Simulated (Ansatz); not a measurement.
An Ansatz (a quantum-chemistry and plane-wave program) run: ZrS2 with a change (biaxial strain +2.00 %, plane normal [001], relaxed out of plane); PBEsol-D3(BJ) (Ansatz; PAW; 420 eV plane waves; spin-orbit coupling left out).

Input:

Ansatz 0.2 input:
```yaml
crystal:
  lattice:
    - [3.649642533, 0, 0]
    - [1.8248212665, 3.1606831483, 0]
    - [0, 0, 5.4847317975]
  atoms:
    - { symbol: Zr, position: [0, 0, 0] }
    - { symbol: S, position: [0.3333333333, 0.3333333333, 0.2647334038] }
    - { symbol: S, position: [0.6666666667, 0.6666666667, 0.7352665962] }
basis: { ecutwfc: 420, ecutrho_ratio: 4, xc_grid: 2, fft_grid_basis: typed }
kpoints: { mp_grid: { grid: [11, 11, 6] } }
hamiltonian:
  xc: pbesol
  dispersion: d3bj
  pseudopotentials: { kind: paw }
scf: { occupations: { method: fermi_dirac, width: 0.05 } }
relax: { f_tol: 0.005, max_steps: 50, cell: { stress_tol: 0.01, fix: [a, b, gamma] } }
output: { forces: true, stress: true }
checkpoint: { write: state.ck, write_every: 1000 }
```

Output (explanatory and most iteration lines left out):

```
Relaxation: its limit of steps is 50 (relax.max_steps)
Pseudopotential: Zr, paw, valence charge 12
Pseudopotential: S, paw, valence charge 6
Crystal: 3 atoms, lattice volume = 63.268 Å³
Basis set: ecut = 420 eV, 1183 PW (Γ), exchange–correlation on 50×50×80 points (8 copies of the dense FFT grid, shifted against one another)
Bands: 16, of which v1, the nominal top of the filled ones, is band 12 counted from 1 (11 counted from 0)
Symmetry: 12 space group operations
Space group: P-3m1 (ITA 164), of the structure as read, at distance tolerance 4.0e-5 Å
k-points: 84 of 726
Functional: x = pbesol(κ = 0.804, μ = 0.12345679012345678), c = pbesol(β = 0.046)
SCF iter   1: F=—  HF=-5904.150065 eV  |F-HF|=—  |Δ(HF+E_count)|=         —  Δρ=5.29e-3  dr2=3.45e-2  ethr=1.77e-3  ⟨swp⟩=5.2  Hψ=7408  notcnv=0
SCF iter   2: F=—  HF=-5904.143032 eV  |F-HF|=—  |Δ(HF+E_count)|=   7.03e-3  Δρ=1.82e-3  dr2=2.16e-3  ethr=1.44e-4  ⟨swp⟩=1.6  Hψ=2076  notcnv=0
SCF 1 converged in 6 iterations: F = -5904.142712 eV  dr2 = 4.21e-8
relax step   1: F+E_penalty+E_count = -5904.14271167 eV  Δ(F+E_penalty+E_count) = +0.000e0 eV  max|allowed force component| = 2.532e-1 eV/Å  Δτ_max = 0.0000 Å  P = -3.204 GPa  Ω = 63.268 Å³  fix = [a, b, gamma]  reactions: a -4.160, b -4.160 GPa  (6 SCF iters, dr2 threshold 1.00e-7 eV, accepted)
[... steps on the carried basis left out ...]
relax step   4: F+E_penalty+E_count = -5904.14810248 eV  Δ(F+E_penalty+E_count) = -5.810e-6 eV  max|allowed force component| = 6.869e-5 eV/Å  Δτ_max = 0.0002 Å  P = -2.091 GPa  Ω = 63.416 Å³  energy of the carried Pulay correction = -1.442e-5 eV  fix = [a, b, gamma]  reactions: a -3.137, b -3.137 GPa  (4 SCF iters, dr2 threshold 5.10e-9 eV, accepted)
Crystal: 3 atoms, lattice volume = 63.416 Å³
SCF iter   1: F=—  HF=-5904.148138 eV  |F-HF|=—  |Δ(HF+E_count)|=         —  Δρ=5.89e-6  dr2=4.20e-9  ethr=1.31e-7  ⟨swp⟩=2.8  Hψ=10666  notcnv=0
SCF iter   2: F=—  HF=-5904.148117 eV  |F-HF|=—  |Δ(HF+E_count)|=   2.08e-5  Δρ=3.07e-6  dr2=2.12e-9  ethr=1.75e-11  ⟨swp⟩=2.8  Hψ=2833  notcnv=0
SCF 5 converged in 6 iterations: F = -5904.148117 eV  dr2 = 4.22e-13
SCF converged after 6 iterations
Free energy (F): -5904.148117 eV
Internal energy: -5904.148034 eV  (E = F + TS)
E sigma→0 (E₀):  -5904.148076 eV
Entropy (-TS):   -0.000083 eV (-0.028 meV/atom)
Fermi energy:    8.600843 eV
  E_disp       = -1.025130  (pairwise vdW)
--- Forces (eV/Å), atoms counted from 1 ---
  atom   1  Zr     0.00000000    -0.00000000     0.00000000
  atom   2  S      0.00000000    -0.00000000     0.00006493
  atom   3  S     -0.00000000     0.00000000    -0.00006493
--- Stress (GPa, compression-positive) ---
       -3.135977       0.000000       0.000000
        0.000000      -3.135977       0.000000
        0.000000       0.000000       0.001734
  P = ⅓ Tr σ = -2.0901 GPa (-20.901 kbar)
--- Relaxed structure (4 steps of the walk, 3 accepted, 1 SCFs on fresh bases) ---
  cell:  # Å, volume = 63.4163 Å³
    - [3.6496425329941187, -6.251707641903224e-96, 5.585957197013307e-34]
    - [1.8248212664970593, 3.1606831483050932, 2.7355487357373824e-19]
    - [8.394651470920433e-34, 4.7469962759650385e-19, 5.497558939895739]
  atoms:
    - { symbol: Zr, position: [1.4386316524198728e-34, 4.062265137037457e-35, 0.0] }
    - { symbol: S, position: [0.3333333333333333, 0.33333333333333326, 0.2604202764975891] }
    - { symbol: S, position: [0.6666666666666666, 0.6666666666666665, 0.7395797235024111] }
```

Stability against distortions was not tested. The cell was made from ZrS2 in the CdI2 type structure (space group P-3m1, No. 164; layered, stacked along the Cartesian z axis) by this change: biaxial strain +2.00 %, plane normal [001], relaxed out of plane.
